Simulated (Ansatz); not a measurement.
Consider GaN in the wurtzite structure (space group P6_3mc, No. 186; a = 3.219 Å, c = 5.244 Å).

Level of theory: Ansatz (a quantum-chemistry and plane-wave program) PBE, no SOC, earlier PAW set.

Before the change:

| Item | Result |
|---|---|
| Gap character | direct at Γ |
| Shortest interatomic distance | 3.718 bohr |
| Band gap | 1.71 eV |

It is then changed as follows: a negative pressure, −1 GPa.

Question: Predict the new gap character.

Answer: The gap character remains direct at Γ.

Question: Estimate the effect on the shortest interatomic distance.

Answer: The shortest interatomic distance grows by 0.007 bohr (3.718 bohr → 3.725 bohr).

Question: What happens to the band gap?

Answer: The band gap decreases by 0.04 eV, from 1.71 eV to 1.67 eV.

Load acts through the strain it causes; cell and atoms are relaxed under it. Stability against distortions was not tested.
